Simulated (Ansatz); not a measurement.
Input:

```
CELL_PARAMETERS angstrom
      2.56397     0.00000     0.00000
      0.00000     2.56397     0.00000
      1.28198     1.28198     1.81300
ATOMIC_POSITIONS crystal
  B  0.00000 0.00000 0.00000
  N  0.25000 0.75000 0.50000
```

Space group of this cell: F-43m, zinc blende. The cell is taken as given; by r2SCAN its mean pressure is -5.2 GPa.

Level of theory: r2SCAN (plane waves, PAW; Ansatz, a quantum-chemistry and plane-wave program).

The current runs along the normal of the first two printed vectors; no spin-orbit coupling. Scaled by the factor s: both lengths across the current (ions clamped). Meshes 16×16×16 and 12×12 across the current in all rows.

| s | mean pressure (GPa) | band gap (eV) |
|---|---|---|
| 0.98 | 11.1 | ? |
| 1.00 | -5.2 | 4.99 |
| 1.02 | -18.9 | 4.59 |

Task: Take the slope of the band gap against ln s from the two given rows, extrapolate to s = 0.98, and say what the run there gives.

Result: Slope = (4.59 − 4.99) / ln 1.02 = -20.2 eV. The line gives 4.99 + (-20.2) × ln 0.98 = 5.40 eV. The run gives 4.84 eV, 0.56 eV under the line, 137 % of the predicted step.
